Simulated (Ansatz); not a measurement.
Reference: CaO (Fm-3m), r2SCAN, rigid bands (plane waves, PAW, scalar-relativistic; Ansatz, a program for electronic structure); geometry: cell and atoms relaxed with PBEsol.

```cif
data_Ca4O4
_chemical_formula_sum 'Ca4 O4'
_space_group_name_H-M_alt 'Fm-3m'
_space_group_IT_number 225
_space_group_name_Hall '-F 4 2 3'
_cell_length_a 4.76714
_cell_length_b 4.76714
_cell_length_c 4.76714
_cell_angle_alpha 90.000
_cell_angle_beta 90.000
_cell_angle_gamma 90.000
loop_
_atom_site_label
_atom_site_type_symbol
_atom_site_symmetry_multiplicity
_atom_site_Wyckoff_symbol
_atom_site_fract_x
_atom_site_fract_y
_atom_site_fract_z
_atom_site_occupancy
Ca1 Ca 4 a 0.00000 0.00000 0.00000 1
O1 O 4 b 0.50000 0.50000 0.50000 1
```
(The calculation used a cell of 2 atoms; values per cell refer to that cell.)

| Quantity | Value |
|---|---|
| band gap | 4.20 eV |
| electron conductivity mass | 0.57 mₑ |
| Seebeck coefficient, n-type 1e19 cm⁻³ | -333 μV/K |

Q: Replace Ca by Sr on the same sites and relax. What happens?

A: SrO (Fm-3m): volume per atom 13.5 to 16.8 Å³; band gap falls (4.20 eV to 3.79 eV); electron conductivity mass falls (0.57 mₑ to 0.51 mₑ); Seebeck coefficient, n-type 1e19 cm⁻³ stays about the same (-333 μV/K to -320 μV/K).

Q: Replace O by Se on the same sites and relax. What happens?

A: CaSe (Fm-3m): volume per atom 13.5 to 25.3 Å³; band gap falls (4.20 eV to 2.44 eV); electron conductivity mass falls (0.57 mₑ to 0.39 mₑ); Seebeck coefficient, n-type 1e19 cm⁻³ falls in size (-333 μV/K to -298 μV/K).

Moves up to 5 % count as about the same. Masses are for dilute carriers at 300 K, harmonic means over directions unless an axis is named. Seebeck coefficients are for the stated density at 300 K, with one relaxation time for all states and whether or not that doping can be reached. Spin-orbit coupling is left out.

Formula and space group known from diffraction (Crystallography Open Database), not checked to be the room-temperature form: CaSe (Fm-3m).
